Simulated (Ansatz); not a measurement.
For CsCl-type NaCl (model structure) (like a known high-pressure phase), PBEsol (PAW; Ansatz, a quantum-chemistry and plane-wave program) gives:

lattice constant a: 3.447 Å
enthalpy of formation: -1.718 eV/atom

Task: What does r²SCAN (PAW; Ansatz) give for the same quantities?

Result: 
- lattice constant a: 3.460 Å (goes up by 0.4 %)
- formation enthalpy: -1.938 eV/atom (moves by -0.220 eV/atom)

Changes are worked out from the printed values.

Unless a cell is named, each level is at its own relaxed cell (PBEsol 20.47, r²SCAN 20.72 Å³/atom).

Ansatz's density-functional and Hartree–Fock values are scalar-relativistic unless marked +SOC, with PAW data made under PBE.

A model structure was made by putting elements into a prototype or built by hand; it is no filed structure, need not be a known phase, and can be a saddle point held by its symmetry.
